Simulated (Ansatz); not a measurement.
Take HfN in the rock salt structure (space group Fm-3m, No. 225; a = 4.548 Å) as the base.

Method: PBE, PAW, 420 eV (Ansatz, a program for electronic structure; without spin-orbit coupling).

For the base:

The lattice parameter a is 4.548 Å.

Perturbation: a hydrostatic pressure of 22.5 GPa.

**Question.** Predict the new lattice parameter a.

**Answer.** The lattice parameter a shrinks by 0.110 Å to 4.438 Å.

Load acts through the strain it causes; cell and atoms are relaxed under it. No phonon test of stability was made. Competing high-pressure phases were not computed. The final runs are not spin-polarised. An odd electron count without spin: HfN.
